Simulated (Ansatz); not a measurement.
CsCl-type RuAl, treated with PBEsol in Ansatz (plane waves, PAW).

Numerical settings: plane-wave cutoff 520 eV, 16×16×16 k mesh, Fermi–Dirac smearing 0.1 eV, perturbation theory, no spin polarisation, scalar-relativistic PAW data made under PBE.

The cell has the measured lattice: a = b = c = 2.992 Å, α = β = γ = 90.00°.

Question: Give the computed zone-centre TO phonon frequency.

Answer: 
zone-centre TO phonon frequency: 311 cm⁻¹

Note: the cell isn't this level's own, so it is under some stress, which shifts stiffness and frequencies.

Ansatz is a program for electronic structure.
